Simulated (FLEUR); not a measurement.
FLEUR run on NiO2 (P-3m1, 3 atoms in the cell): self-consistent single point.

Level of theory: LDA (Perdew-Zunger), all-electron FLAPW (FLEUR), scalar-relativistic valence in FLEUR.

The change in words: lattice scaled by 0.98. Reference geometry:
```xyz
3
Lattice="2.7299 0.0000 0.0000 -1.3650 2.3642 0.0000 0.0000 0.0000 4.5047" Properties=species:S:1:pos:R:3 pbc="T T T"
Ni     0.0000     0.0000     2.2523
O      1.3650     0.7881     3.1805
O      0.0000     1.5761     1.3242
```

Reference input (self-consistent single point, DFT, LDA (Perdew-Zunger), all-electron FLAPW (FLEUR), scalar-relativistic valence): Kmax = 4.8 1/bohr; GmaxXC = 14.4 1/bohr; xcFunctional = pz; jspins = 1; l_soc = F; mode = hist; fermiSmearingEnergy = 0.0001 Htr; mesh (inpgen div1-3) = 11 11 6; inpgen gamma flag = true; Gmax = 14.4 1/bohr; numbands = 0; maxIterBroyd = 15. This run's input differs from it in these lines:

```diff
@@ -3,6 +3,6 @@
 &input film=f /
-1.0000000000 -0.0000000132 0.0000000000
--0.4999999885 0.8660254104 0.0000000000
-0.0000000000 0.0000000000 1.6501011906
-5.1588203334
+1.0000000000 0.0000000739 0.0000000000
+-0.5000000640 0.8660253668 0.0000000000
+0.0000000000 0.0000000000 1.6501014745
+5.0556433087
 1.0 1.0 1.0
@@ -45,5 +45,5 @@
          <bravaisMatrix>
-            <row-1>    5.1588203333999996    -0.0000000680964284     0.0000000000000000</row-1>
-            <row-2>   -2.5794101073735658     4.4676694964125998     0.0000000000000000</row-2>
-            <row-3>    0.0000000000000000     0.0000000000000000     8.5125755742348286</row-3>
+            <row-1>    5.0556433086999997     0.0000003736120405     0.0000000000000000</row-1>
+            <row-2>   -2.5278219779111715     4.3783153508268828     0.0000000000000000</row-2>
+            <row-3>    0.0000000000000000     0.0000000000000000     8.3423244782319284</row-3>
          </bravaisMatrix>
```

Output (repeated stretches shortened):

```
 Iteration:     1   Distance:      51.88581726 me/bohr^3
 Iteration:     2   Distance:      42.86301836 me/bohr^3
 Iteration:     3   Distance:      26.25867755 me/bohr^3
 Iteration:     4   Distance:      29.24603445 me/bohr^3
 Iteration:     5   Distance:      12.02322198 me/bohr^3
   [... 10 lines left out ...]
 Iteration:    16   Distance:       0.00009322 me/bohr^3
 Iteration:    17   Distance:       0.00003296 me/bohr^3
 Iteration:    18   Distance:       0.00002663 me/bohr^3
 Iteration:    19   Distance:       0.00000237 me/bohr^3
 Reset of history
 Run finished successfully
 Stop message:
   Structural relaxation: new displacements generated

[file out, last iteration]
             iter=     20
[...]
          total density-effective poten   -2.6406445843E+03
          total charge density-energy d   -7.7181159201E+01
 Updated energy parameters for spin:           1
[...]
 fermi energy and band-weighting factors:

[...]
FERMIE:
          first approx. to ef    (T=0)  :   0.209228 htr   (energy of the highest occ. eigenvalue)
          number of occ. states  (T=0)  :       1176
          first approx. to seigv (T=0)  : -13.616846 htr
          sum of weights of occ. states :  14.000000
          sum of semicore charge        :   0.000000 e
FERHIS:  Fermi-Energy by histogram:
          bandgap                     :   0.035243 htr
   [... lines left out ...]
          charge neutrality (T=0)     :   0.000000    (zero if the highest occ. eigenvalue is "entirely" occupied)
 Direct bandgap for spin            1 :    4.9142218781435265E-002  Htr
 ---->    free energy=                     -1667.8677042301 htr
   [... lines left out ...]
      extrapolation for T->0
 ---->    total electron energy=           -1667.8677042301 htr
 ***** TOTAL FORCES ON ATOMS *****
 TOTAL FORCE FOR ATOM TYPE=  1  X=  0.000   Y=  0.000   Z=  4.171
                       FX_TOT= 0.000000 FY_TOT= 0.000000 FZ_TOT= 0.000000
 TOTAL FORCE FOR ATOM TYPE=  2  X= -2.528   Y=  1.459   Z= -2.452
                       FX_TOT= 0.000000 FY_TOT= 0.000000 FZ_TOT= 0.022339
```

The run converged in 19 iterations. FLEUR gives forces in its relaxation mode, with a further iteration, so its stop message speaks of a relaxation. Against the reference run the free energy rises by 47.1 meV/atom and the gap on the mesh goes from 0.878 to 0.959 eV.

The starting cell comes from a database of computed structures (which also holds hypothetical and non-ambient phases and stackings), without a prior relaxation at this level. Its lattice was rescaled by a random factor within 2.5 % of one. For this run, on top of that: lattice scaled by 0.98. Values depend on the basis (sphere radii, cutoffs, local orbitals), which need not be converged.

Cost on one core of a shared machine: roughly 2 min.
